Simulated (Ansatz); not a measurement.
System: interstitial Li in zinc-blende ZnS (charge state +1). The step: Li moves alone to another site; the atom moves 2.36 Å along (-0.25, -0.25, -0.25) of the unit cell; the moving atom starts with neighbours 4 S at 2.35; 6 Zn at 2.82 Å and ends with 6 S at 2.68; 4 Zn at 2.55 Å. DFT values are from Ansatz (plane-wave PAW, 420 eV unless said) in a cell of 64 host sites, spin-restricted, static, with no finite-size correction. The charge state is imposed; whether it is stable for some Fermi level was not computed. Sites that were not tried may lie lower. For the PBE band: the saddle point's order was not checked, and it lies on a symmetry element of the cell, where a band can be held.

```tsv
Level	Forward barrier (eV)	Cost of the band or of the saddle's single point
CHGNet universal potential (has no charge state), its own band	0.33	-
PBE, the Γ point alone, band relaxed	0.55	roughly 9 core-minutes
PBE, a 2×2×2 k-point mesh shifted by half a step, same geometries	0.53	around 2.8 core-minutes (rough)
r2SCAN at 500 eV, the Γ point alone, same geometries	?	around 80 core-seconds (rough)
```

Task: Complete the blanks.

Result: 
- r2SCAN at 500 eV, the Γ point alone, same geometries, Forward barrier (eV): 0.59

Ansatz is an electronic-structure program.
